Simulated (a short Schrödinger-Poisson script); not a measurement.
# Gated Al0.2Ga0.8N/GaN polarisation-induced gas

Stack: gated Al0.2Ga0.8N/GaN polarisation-induced gas, at 77 K.

```tsv
layer	material	thickness (nm)	Na (cm⁻³)
1	Al0.2Ga0.8N	15	-
2	GaN	6000	2e14
```

Constants are typed, rounded textbook-type inputs, not results; the design itself was drawn at random and stands for no fabricated device. Al0.2Ga0.8N: permittivity 9.38, conduction-band edge (eV) 0.262, gap (eV) 3.804, electron mass (mₑ) 0.224, Nv at 300 K (cm⁻³) 4.6e19. GaN: permittivity 9.5, conduction-band edge (eV) 0, gap (eV) 3.43, Nv at 300 K (cm⁻³) 4.6e19.

Channel valleys (confinement mass, in-plane density-of-states mass, number): Γ 0.2, 0.2, 1. At the gate the conduction-band edge of layer 1 lies 1.3 eV − eVg above the Fermi level of the channel; the field vanishes at the back. Sheet of polarisation charge: +9.4e12 e/cm² at 15 nm from the gate. The barrier under the gate holds no holes. Gaps are held at their typed values at every temperature. Mesh 0.08 nm at interfaces.

Solved with a short Schrödinger-Poisson script written for these runs: 1D Poisson equation in equilibrium, electrons quantum, Hartree plus LDA exchange-correlation (BenDaniel-Duke, 40 states a valley, the channel's in-plane mass for all, wave functions free to enter the barrier), parabolic valleys, classical holes, full ionisation, no traps, pinning or gate leakage.

```csv
Vg (V),electrons (cm⁻²),in the channel layer,C (μF/cm²),Γ E0 (meV),Γ E1 (meV)
0.5,6.75e12,6.12e12,0.525,-77.7,3.9
0.35,6.26e12,5.73e12,0.523,-72.3,5.5
0.2,5.77e12,5.33e12,0.521,-66.9,7.0
0.05,5.28e12,4.92e12,0.518,-61.5,8.7
-0.1,4.80e12,4.50e12,0.516,-56.1,10.4
-0.25,4.31e12,4.08e12,0.513,-50.6,12.1
-0.4,3.83e12,3.65e12,0.511,-45.1,13.9
-0.55,3.36e12,3.22e12,0.508,-39.5,15.6
-0.7,2.88e12,2.78e12,0.505,-34.0,17.3
-0.85,2.41e12,2.34e12,0.502,-28.4,19.0
-1,1.94e12,1.90e12,0.497,-22.7,20.4
-1.15,1.48e12,1.46e12,0.491,-17.0,21.7
-1.3,1.03e12,1.01e12,0.483,-10.9,22.7
-1.45,5.80e11,5.75e11,0.467,-3.8,23.9
-1.6,1.59e11,1.59e11,0.417,7.8,27.7
```

Gate voltages with under 1e6 electrons/cm² are left out.

Subbands count from the Fermi level.
